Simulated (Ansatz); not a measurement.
**A self-consistent single point of NaTl (Fd-3m, 4 atoms in the cell) with Ansatz (a first-principles code)**

Method of the run: LDA (PW92), default PAW files made with PBE (plane waves; Ansatz).

This input was run:

Ansatz 0.2 input:
```yaml
crystal:
  lattice:
    - [0.00000000, 3.75056800, 3.75056800]
    - [3.75056800, 0.00000000, 3.75056800]
    - [3.75056800, 3.75056800, 0.00000000]
  atoms:
    - { symbol: Na, position: [0.50000000, 0.50000000, 0.50000000] }
    - { symbol: Na, position: [0.75000000, 0.75000000, 0.75000000] }
    - { symbol: Tl, position: [0.00000000, 0.00000000, 0.00000000] }
    - { symbol: Tl, position: [0.25000000, 0.25000000, 0.25000000] }
basis:
  ecutwfc: 420.0 eV
kpoints:
  mp_grid: { grid: [8, 8, 8] }
hamiltonian:
  xc: lda
  pseudopotentials: { kind: paw }
scf:
  occupations: { method: gaussian, width: 0.1 eV }
output:
  forces: true
  eigenvalues: true
  stress: true
```

The program printed (abridged):

```
WARN ansatz: RAYON_NUM_THREADS=1 ignored (pool sized by the plan → 1); use --threads N
Pseudopotentials: kind: paw
Pseudopotential: Na, paw, valence charge 9
Pseudopotential: Tl, paw, valence charge 13
Crystal: 4 atoms, lattice volume = 105.517 Å³
Basis set: ecut = 420 eV, 2085 PW (Γ)
Bands: 27, of which v1, the nominal top of the filled ones, is band 22 counted from 1 (21 counted from 0)
Symmetry: 48 space group operations
Space group: Fd-3m (ITA 227), of the structure as read, at distance tolerance 4.7e-5 Å
k-points: 29 of 512
PAW frozen core: Na, regenerated for the run's functional, and the local potential with it
PAW frozen core: Tl, regenerated for the run's functional, and the local potential with it
Initial density: superposition of atomic densities (neutral atoms: chi_scale 0, normalization atom), corrected by the library's trained network
Initial wavefunctions: pseudopotential atomic-orbital guess
Eigensolver: davidson
Functional: x = slater, c = lda
SCF iter   1: F=—  HF=-25227.050959 eV  |F-HF|=—  |Δ(HF+E_count)|=         —  Δρ=5.90e-3  dr2=2.01e-2  ethr=1.77e-3  ⟨swp⟩=5.6  Hψ=3223  notcnv=0
all-band conjugate gradients solve this SCF's bands
preconditioner: auto → Kerker (q_TF=auto, 2.358 Å⁻¹)
SCF iter   2: F=—  HF=-25227.036635 eV  |F-HF|=—  |Δ(HF+E_count)|=   1.43e-2  Δρ=1.87e-3  dr2=3.03e-3  ethr=4.57e-5  ⟨swp⟩=2.8  Hψ=1572  notcnv=0
SCF iter   3: F=—  HF=-25227.035859 eV  |F-HF|=—  |Δ(HF+E_count)|=   7.75e-4  Δρ=4.87e-4  dr2=5.02e-4  ethr=6.89e-6  ⟨swp⟩=2.9  Hψ=1607  notcnv=0
SCF iter   4: F=—  HF=-25227.035820 eV  |F-HF|=—  |Δ(HF+E_count)|=   3.91e-5  Δρ=1.37e-4  dr2=5.34e-5  ethr=1.14e-6  ⟨swp⟩=2.3  Hψ=953  notcnv=0
SCF iter   5: F=—  HF=-25227.035800 eV  |F-HF|=—  |Δ(HF+E_count)|=   2.01e-5  Δρ=4.42e-5  dr2=2.81e-6  ethr=1.21e-7  ⟨swp⟩=2.0  Hψ=889  notcnv=0
SCF iter   6: F=—  HF=-25227.035799 eV  |F-HF|=—  |Δ(HF+E_count)|=   7.93e-7  Δρ=1.96e-5  dr2=2.55e-7  ethr=6.38e-9  ⟨swp⟩=2.0  Hψ=1354  notcnv=0
SCF iter   7: F=-25227.035799 eV  HF=-25227.035799 eV  |F-HF|=2.91e-9  |Δ(HF+E_count)|=   9.79e-8  Δρ=3.33e-6  dr2=1.24e-8  ethr=2.27e-10  ⟨swp⟩=6.2  Hψ=2977  notcnv=0
SCF 1 converged in 7 iterations: F = -25227.035799 eV  dr2 = 1.24e-8
SCF converged after 7 iterations
Free energy (F): -25227.035799 eV
Harris-Foulkes:  -25227.035799 eV  (|F-HF|=2.91e-9)
Internal energy: -25227.026560 eV  (E = F + TS)
E sigma→0 (E₀):  -25227.031179 eV
Entropy (-TS):   -0.009239 eV (-2.310 meV/atom)
Fermi energy:    7.274395 eV
--- Per-component energies (eV) ---
  E_band       = -453.061416
  E_kinetic    = 909.516693
  E_local      = -4412.937711  (includes V_loc(G=0)·N_el)
  E_nonlocal   = 875.210301
  E_hartree    = 1596.544631
  E_xc         = -533.211353
  E_vxc        = -384.505067  (∫ρ·V_xc dr)
  E_paw        = -20227.200632  (= ΣΔE_a)
  E_vpaw       = -633.432022  (= ΣTr[D̂ρ^β])
  E_aug_tail   = 0.000036  (compensation charges beyond the density's cutoff)
  E_ewald      = -3434.947183
  E_core_change = -0.001342  (= ΣΔE_core)
  E_smearing   = -0.009239  (= −TS)
  E_closure    = 0.000000  (closes the sum)
  Σ components = -25227.035799   (vs F -25227.035799, Δ=0.00e0)
--- Forces (eV/Å), atoms counted from 1 ---
  atom   1  Na    -0.00000000     0.00000000    -0.00000000
   [... zero for the other atoms too ...]
  max |Σ_I F_I| component: 9.25e-18 eV/Å
--- Stress (GPa, compression-positive) ---
       -1.664384      -0.000000      -0.000000
       -0.000000      -1.664384       0.000000
       -0.000000      -0.000000      -1.664384
  P = ⅓ Tr σ = -1.6644 GPa (-16.644 kbar)
  The stress holds the Pulay correction. Without it, at fixed plane waves, as pw.x and ABINIT print it: P = -1.6849 GPa
--- Band table (eV; the first three rows and the last of 29) ---
  k-point 0: bands = ["-45.1922", "-45.1831", "-17.7208", "-17.7208", "-17.7208", "-17.6822", "-17.6822", "-17.6822", "-4.5267", "-4.5267", "-4.5267", "-4.4918", "-4.4918", "-4.1389", "-4.1389", "-4.1389", "-4.0808", "-4.0808", "-1.6563", "4.2975", [...]
  k-point 1: bands = ["-45.1920", "-45.1834", "-17.7215", "-17.7215", "-17.7208", "-17.6824", "-17.6815", "-17.6815", "-4.5445", "-4.5445", "-4.5261", "-4.4676", "-4.4676", "-4.1506", "-4.1506", "-4.1472", "-4.0719", "-4.0719", "-1.5361", "3.9317", [...]
  k-point 2: bands = ["-45.1913", "-45.1841", "-17.7232", "-17.7232", "-17.7208", "-17.6829", "-17.6799", "-17.6799", "-4.5611", "-4.5611", "-4.5247", "-4.4381", "-4.4381", "-4.1674", "-4.1664", "-4.1664", "-4.0602", "-4.0602", "-1.1909", "3.0526", [...]
  k-point 28: bands = ["-45.1877", "-45.1877", "-17.7302", "-17.7302", "-17.7019", "-17.7019", "-17.6735", "-17.6735", "-4.6116", "-4.6116", "-4.4057", "-4.4057", "-4.3030", "-4.3030", "-4.2466", "-4.2466", "-4.0047", "-4.0047", "0.7004", "0.7004", [...]
```

The run converged in 7 iterations.

The starting cell comes from a database of computed structures (which also holds hypothetical and non-ambient phases and stackings), without a prior relaxation at this level. Its lattice was rescaled by up to half a per cent. Spin-orbit coupling is off. Ansatz's pressure includes its estimate of the finite-basis (Pulay) stress.
